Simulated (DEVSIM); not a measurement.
Device: illuminated GaSb p-on-n cell, one wavelength, at 300 K.

Layer 1 from the left is GaSb, thickness (μm) 0.270, Na (cm⁻³) 7.8e17, τn (s) 1.8e-9, τp (s) 2e-9, absorption coefficient (cm⁻¹) 7600. Layer 2 from the left is GaSb, thickness (μm) 2.90, Nd (cm⁻³) 5.4e14, τn (s) 1.5e-8, τp (s) 1.5e-8, absorption coefficient (cm⁻¹) 7600.

Left contact: ohmic, minority electron recombination velocity 10000 cm/s. Right contact: ohmic, minority hole recombination velocity 4e5 cm/s. Voltage is applied to the left contact. Recombination: SRH at mid-gap, radiative, Auger. Light enters at the left, 4.7e17 photons cm⁻² s⁻¹, one pass, no reflection. Mobility is μmin + (μ − μmin)/(1 + (N/Nref)^α).

This is a model device: material constants are rounded textbook-type values typed into the input, and sizes, dopings and lifetimes were drawn at random. Values at 300 K.

GaSb: gap (eV) 0.726, affinity (eV) 4.06, permittivity 15.7, Nc (cm⁻³) 2.1e17, Nv (cm⁻³) 1.8e19, μn (cm²/Vs) 5000, μp (cm²/Vs) 850, μn,min 1000, μp,min 190, Nref,n 2.8e17, Nref,p 9e17, αn 1.05, αp 0.65, B (cm³/s) 1e-10, Cn (cm⁶/s) 5e-30, Cp (cm⁶/s) 5e-30.

DEVSIM, 1D drift-diffusion, Boltzmann statistics, complete ionisation; no tunnelling, impact ionisation, image-force lowering or self-heating.

Question: What does the simulation give for the share of generated pairs collected at short circuit, the dark forward voltage at 1 A/cm²?

Answer: share of generated pairs collected at short circuit 0.903; dark forward voltage at 1 A/cm² 0.254 V.
